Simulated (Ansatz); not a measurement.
Defect: Ti-vacancy pair (Ti on one host Zr site, one O site vacant) in monoclinic ZrO2, charge state +2. Calculation: PBE, PAW (plane waves to 420 eV; Ansatz, an electronic-structure program).

Settings: 96 host sites, the relaxed PBE lattice, the Γ point alone, smearing 0.01 eV, spin-restricted, no image-charge correction. Static, classical nuclei. The charge state is imposed; whether it is stable for some Fermi level was not computed. Forms of the defect that were not tried may lie lower.

Barriers: single points on a 2×2×2 k-point mesh shifted by half a step at the bands' geometries.

The step: one O atom jumps into the vacancy from a nearby O site (Ti-vacancy distance between ideal sites 2.06 → 3.84 Å). Atoms about the jump, Cartesian Å from the middle of the jump, before and after:

```
atom     x0     y0     z0     x1     y1     z1
----  -----  -----  -----  -----  -----  -----
O1    -0.24   0.27   1.25   0.24  -0.27  -1.25
Zr2    1.01  -1.25   0.63   1.15  -1.33   0.42
Zr3   -1.70  -1.73  -1.75  -1.49  -1.58  -1.69
Zr4   -1.94   1.44   0.96  -2.17   1.55   0.91
O5    -0.71  -2.21   0.07  -0.72  -2.14   0.28
O6    -2.61  -0.09  -0.47  -2.60   0.00  -0.44
O7     2.12  -0.05  -0.68   2.68  -0.14  -0.41
Ti8    1.59   1.21  -2.27   1.32   0.99  -2.15
O9    -0.73   2.95   0.22  -0.73   2.82   0.17
O10   -0.13   2.01  -2.32  -0.16   2.15  -2.47
O11    2.14  -0.13   2.17   1.74  -0.11   2.09
O12   -2.15  -0.17  -3.08  -2.14  -0.11  -3.10
O13    2.14   2.49  -0.77   2.07   2.38  -0.78
O14    0.66   0.18  -3.74   0.67   0.30  -3.93
```

Question: Where do these atoms stand at the saddle point, and how high is it?

Answer: 
| atom | x | y | z |
|---|---|---|---|
| O1 | -0.27 | 0.02 | -0.38 |
| Zr2 | 1.06 | -1.26 | 0.45 |
| Zr3 | -1.54 | -1.58 | -1.58 |
| Zr4 | -1.97 | 1.43 | 0.77 |
| O5 | -0.66 | -2.42 | 0.19 |
| O6 | -2.81 | -0.06 | -0.45 |
| O7 | 2.46 | -0.04 | -0.61 |
| Ti8 | 1.54 | 1.22 | -2.24 |
| O9 | -0.71 | 2.92 | 0.16 |
| O10 | -0.10 | 2.18 | -2.45 |
| O11 | 1.83 | -0.10 | 2.10 |
| O12 | -2.14 | -0.10 | -3.04 |
| O13 | 2.10 | 2.50 | -0.76 |
| O14 | 0.63 | 0.19 | -3.72 |
It lies 1.27 eV above the start and 0.79 eV above the end. The program found a first-order saddle point.
